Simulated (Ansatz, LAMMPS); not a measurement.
Ge well of 9 atomic layers along [001] in random Si0.2Ge0.8, interfaces one step of a layer. Cell 17.11 × 17.11 × 51.50 Å, Si104Ge544, 648 atoms. Prepared with Tersoff's 1989 multicomponent potential (SiCGe.tersoff) in LAMMPS: minimisation. 

Basis: localised support functions (accuracy medium) on a full density matrix. k-points: zone centre alone; occupations: Fermi-Dirac, 0.010 eV; spin polarisation not allowed. Spin-orbit coupling is left out.

### Question
Give the gap and bonding at the level PBE, support functions at accuracy medium on the grid of 370 eV (Ansatz, an electronic-structure program).

### Answer

Kohn-Sham gap of the cell on its k-mesh: 0.08 eV
weight of the highest filled level on the well: 0.53
weight of the lowest empty level on the well: 0.27
coordination (neighbours within 2.934 Å): 100.0 % 4-fold
Ge-Ge bonds, mean ± spread: 2.488 ± 0.006 Å
Ge-Si bonds, mean ± spread: 2.441 ± 0.007 Å
Si-Si bonds, mean ± spread: 2.391 ± 0.006 Å
bond angles, mean ± spread: 109.5° ± 1.0°
pressure: -0.06 GPa
